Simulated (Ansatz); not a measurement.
## MoS2, response to strain

Consider MoS2 (space group P6_3/mmc, No. 194; a = 3.149 Å, c = 12.089 Å; layered, stacked along the Cartesian z axis). Axes: x lies along a and z along c of the hexagonal cell.

Strains are applied to the cell and any free atomic positions relax; under biaxial strain the out-of-plane vector relaxes too.

The values are results of plane-wave PAW DFT at the PBE-D3(BJ) level (Ansatz, a program for electronic structure, 420 eV), no spin-orbit coupling, not measurements.

| change | out-of-plane strain | width of the top valence band | smallest direct gap |
|---|---|---|---|
| base | – | 1.69 eV | 1.70 eV |
| biaxial strain −3.00 %, plane normal [001], relaxed out of plane | +1.06 % | 1.54 eV | 2.04 eV |
| biaxial strain −2.40 %, plane normal [001], relaxed out of plane | +0.84 % | 1.59 eV | 1.99 eV |
| biaxial strain −1.80 %, plane normal [001], relaxed out of plane | +0.62 % | 1.62 eV | 1.91 eV |
| biaxial strain −1.20 %, plane normal [001], relaxed out of plane | +0.40 % | 1.65 eV | 1.84 eV |
| biaxial strain −0.60 %, plane normal [001], relaxed out of plane | +0.20 % | 1.67 eV | 1.77 eV |

Gaps are Kohn–Sham eigenvalue differences; semilocal functionals usually give less than the measured gap. Stability against distortions was not tested.
